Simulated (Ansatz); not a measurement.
The starting structures come from a database of crystals and need not be the phases stable at ambient conditions.

The decay constant κ of evanescent states in the gap governs leakage through a thin film.

Consider the following.

```xyz
12
Lattice="4.7335 0.0000 0.0000 1.4813 4.4957 0.0000 0.7940 0.5744 7.7795" Properties=species:S:1:pos:R:3 pbc="T T T"
Pd     2.7637     0.2872     3.8897
Pd     0.7407     2.2479     0.0000
S      5.0795     0.7757     5.8346
S      1.9293     4.2944     1.9449
O      6.0611     3.9012     6.0832
O      0.9476     1.1689     1.6963
O      1.8037     0.8214     5.5861
O      5.2050     4.2487     2.1934
O      2.6513     3.7824     3.1344
O      4.3575     1.2877     4.6450
O      2.1897     3.4485     0.7553
O      4.8191     1.6216     7.0242
```

Space group of this cell: C2/c. The cell is taken as given; by r2SCAN its mean pressure is 1.1 GPa.

Transport runs along the normal of the first two printed cell vectors.

The gap is the functional's own. No spin-orbit coupling. Mid-gap values are interpolated on the energy grid.

Task: Predict the band gap and the smallest decay constant κ at mid-gap from r2SCAN (Ansatz, a program for electronic structure).

Result: Gap 1.47 eV on a 8×8×4 mesh; κ = 0.407 1/Å, at (0.375, 0.375) of the in-plane reciprocal vectors. At the zone centre, at the nearest computed energy, the slowest state has κ = 0.47 1/Å.
